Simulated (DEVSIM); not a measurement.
Structure: Al/SiO2/p-Si capacitor, at 300 K.

```tsv
layer (left to right)	material	thickness (nm)	Na (cm⁻³)
1	SiO2	6.20	-
2	Si	3900	2.2e16
```

Metal gate on the left, work function 4.1 eV. Fixed charge at the semiconductor interface 1.2e10 cm⁻² (in units of +e); interface traps 1e11 cm⁻² eV⁻¹, uniform in energy, neutral level at 0.5 of the gap above the valence band.

This is a model device: material constants are rounded textbook-type values typed into the input, and sizes, dopings and lifetimes were drawn at random. Values at 300 K.

| parameter | SiO2 | Si |
|---|---|---|
| gap (eV) | 9 | 1.124 |
| affinity (eV) | 0.9 | 4.05 |
| permittivity | 3.9 | 11.7 |
| Nc (cm⁻³) | - | 2.86e19 |
| Nv (cm⁻³) | - | 3.1e19 |

Simulated with DEVSIM: 1D Poisson equation in equilibrium, Boltzmann statistics, complete ionisation; no quantum confinement or tunnelling. Metal contacts follow the ideal Schottky-Mott rule: no Fermi-level pinning, no interface dipoles.

**Question.** Tabulate band edges, carrier densities and field at -0.3 V on the gate.

**Answer.** Energies count from the Fermi level of the right contact; mesh points crowd at the junctions.

```tsv
x (μm)	Ec (eV)	Ev (eV)	n (cm⁻³)	p (cm⁻³)	field (V/cm)
0.000	3.500	-5.500	< 1e2	< 1e2	170000
0.001169	3.519	-5.481	< 1e2	< 1e2	170000
0.003060	3.551	-5.449	< 1e2	< 1e2	170000
0.005006	3.583	-5.417	< 1e2	< 1e2	170000
0.006511	0.455	-0.669	6.5e11	1.8e8	56000
0.008247	0.465	-0.659	4.5e11	2.6e8	55000
0.01203	0.485	-0.639	2.0e11	5.8e8	54000
0.02503	0.552	-0.572	1.5e10	7.7e9	49000
0.04861	0.659	-0.465	2.4e8	4.8e11	41000
0.1000	0.827	-0.297	370000	3.2e14	24000
0.2192	0.934	-0.190	5900	2.0e16	1000
0.6172	0.937	-0.187	5300	2.2e16	≈ 0
1.339	0.937	-0.187	5300	2.2e16	≈ 0
2.563	0.937	-0.187	5300	2.2e16	≈ 0
3.437	0.937	-0.187	5300	2.2e16	≈ 0
3.692	0.937	-0.187	5300	2.2e16	≈ 0
3.808	0.937	-0.187	5300	2.2e16	≈ 0
3.864	0.937	-0.187	5300	2.2e16	≈ 0
3.892	0.937	-0.187	5300	2.2e16	≈ 0
3.900	0.937	-0.187	5300	2.2e16	≈ 0
3.904	0.937	-0.187	5300	2.2e16	≈ 0
3.906	0.937	-0.187	5300	2.2e16	≈ 0
```
